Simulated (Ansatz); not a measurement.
Consider ZnF2 in the rutile structure (space group P4_2/mnm, No. 136; a = 4.8011 Å, c = 3.1749 Å). Axes: x, y, z lie along a, b, c of the conventional cell.

Computed with Kohn–Sham DFT with the PBE functional, run in Ansatz (a program for electronic structure) with PAW and 420 eV plane waves, scalar-relativistic without spin-orbit coupling.

Before the change:

| Quantity | Value |
|---|---|
| Electron mass | 0.41 mₑ along c, 0.45 mₑ across (at Γ) |

One thing is altered: compressive biaxial strain of 0.60 % in the plane normal to [001], as in epitaxy on a mismatched substrate; the out-of-plane cell vector and the atoms relax.

### Question
What happens to the electron mass, out-of-plane strain, valence-band top at Γ and in-plane stress?

### Answer
The electron mass goes from 0.41 mₑ along c, 0.45 mₑ across (at Γ) to 0.41 mₑ out of plane, 0.45 mₑ in plane (at Γ); the out-of-plane strain comes out as +0.56 %; the valence-band top at Γ (three highest levels, from the VBM) amounts to 0.00, -0.27, -0.27 eV; the mean in-plane stress (compression positive) amounts to +0.7 GPa.

The levels and masses belong to the bands next to the band gap. Effective masses come from finite differences of ±0.01 Å⁻¹. No phonon test of stability was made.
